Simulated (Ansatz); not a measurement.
# Relaxation of cell and atoms of TiO2 (Pbca, 24 atoms in the cell) at several settings

```
TiO2
1.0
    5.03738     0.00000     0.00000
    0.00000     8.99469     0.00000
    0.00000     0.00000     5.34066
Ti O
8 16
Direct
  0.13791   0.37103   0.40258
  0.86209   0.62897   0.59742
  0.36209   0.62897   0.90258
  0.63791   0.37103   0.09742
  0.63791   0.12897   0.59742
  0.36209   0.87103   0.40258
  0.86209   0.87103   0.09742
  0.13791   0.12897   0.90258
  0.46471   0.26971   0.38999
  0.53529   0.73029   0.61001
  0.03529   0.73029   0.88999
  0.96471   0.26971   0.11001
  0.96471   0.23029   0.61001
  0.03529   0.76971   0.38999
  0.53529   0.76971   0.11001
  0.46471   0.23029   0.88999
  0.81663   0.01048   0.85119
  0.18337   0.98952   0.14881
  0.68337   0.98952   0.35119
  0.31663   0.01048   0.64881
  0.31663   0.48952   0.14881
  0.68337   0.51048   0.85119
  0.18337   0.51048   0.64881
  0.81663   0.48952   0.35119
```

Base: Ansatz (a program for electronic structure) with PBE, PAW files. Its settings: kpoints.mp_grid.grid = 3 2 3; hamiltonian.xc = pbe; hamiltonian.pseudopotentials = {kind: paw} (the program's default PAW files); scf.occupations.method = fixed. Starting volume 10.08 Å³ per atom.

Each line gives the change from the base single point and the result:

- relax: default → cell and atoms: pressure 0.03 GPa; largest force (vector length) 0.004 eV/Å; final cell a = 5.169 Å, b = 9.259 Å, c = 5.505 Å, α = 90.00°, β = 90.00°, γ = 90.00°; final volume per atom 10.98 Å³; relaxation steps 9; free energy against the base single point -55.4 meV/atom.
- relax: default → cell and atoms; relax.cell.p_target: default → 10 GPa: pressure 10.01 GPa; largest force (vector length) 0.008 eV/Å; final cell a = 5.085 Å, b = 9.128 Å, c = 5.418 Å, α = β = γ = 90.00°; final volume per atom 10.48 Å³; relaxation steps 8; free energy against the base single point -40.4 meV/atom.

The starting cell comes from a database of computed structures (which also holds hypothetical and non-ambient phases and stackings), without a prior relaxation at this level. Its lattice was rescaled by a random factor within 2.5 % of one. Ansatz's pressure includes its estimate of the finite-basis (Pulay) stress.

Left out of this page: 1 run of the series outside the window shown, repeating another row's setting, or not comparable.

Keys are those of Ansatz 0.2.
